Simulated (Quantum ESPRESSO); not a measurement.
σyy against uniaxial strain in CsCl-type RuAl (space group 221): C12 (Quantum ESPRESSO, LDA)

```
RuAl
1.0
    2.91039     0.00000     0.00000
    0.00000     2.95471     0.00000
    0.00000     0.00000     2.95471
Al Ru
1 1
Direct
  0.50000   0.50000   0.50000
  0.00000   0.00000   0.00000
```

Method of the run: LDA (PZ), GBRV 1.5 ultrasoft (LDA) pseudopotentials (plane waves; Quantum ESPRESSO 7.5). Settings: ecutwfc = 52 Ry; ecutrho = 416 Ry; occupations = smearing; smearing = fermi-dirac; degauss = 0.0036749 Ry; potentials = {Al: al_lda_v1.uspp.F.UPF, Ru: ru_lda_v1.2.uspp.F.UPF}; K_POINTS = automatic 22 22 22 0 0 0; conv_thr = 1e-10 Ry; mixing_beta = 0.5. The cell above is the first row's. The rows stretch one cube axis (x) by the strain ε and hold the other two. Stress is positive in tension. In all rows fractional positions and the k mesh are held.

| ε (%) | σyy (GPa) |
|---|---|
| -1.5 | -2.62 |
| -1.0 | -1.71 |
| -0.5 | -0.83 |
| 0.0 | 0.04 |
| 0.5 | 0.88 |
| 1.0 | 1.69 |
| 1.5 | 2.49 |
| 2.0 | ? |

**Question.** Using a parabola, estimate the missing σyy at ε = 2.0 from the other rows, showing the fit.

**Answer.** Least squares gives σyy = 0.037 + 1.7029·ε - 0.0457·ε². Residuals (row less fit): 0.000, 0.002, -0.004, 0.003, 0.003, -0.004, 0.001; standard error 0.004 (degrees of freedom: 4). The slope at ε = 0, 1.7029 GPa per cent, gives C12 ≈ 100 × 1.7029 = 170 GPa, for the static lattice. At the withheld row, σyy = 0.037 + 1.7029 × 2.0 - 0.0457 × 2.0² = 3.260 GPa. The calculation gives 3.26 GPa, which the fit meets to the printed digits. The row lies outside the fitted rows, so this is an extrapolation. From the scatter of the fitted rows alone, a prediction at this place has a standard error of 0.007 GPa, so the miss is 0.0 times that.

Carrying the step between the two nearest rows on in a straight line would have given 3.29, off by 0.03; series whose last step already gives the withheld value aren't shown. The reference cell has the volume at which an earlier scan in this program and functional put its minimum by a fit. The runs keep the symmetry of the cell, so they don't test it for distortions. The unstrained cell stands at a pressure of -0.04 GPa, and the constants belong to that pressure. By symmetry this strain leaves no force on the atoms; the largest in the rows is 0.000 eV/Å. Spin polarisation is off. Without a gap such slopes are sensitive to mesh and smearing. Cutoffs and mesh are single choices, not tested for convergence of this quantity. Series with a scatter that would blur these digits, or in which a gap closes, are not shown. Strain series were run only where this level's volume lies within 10 % of a first guess from the measured size.
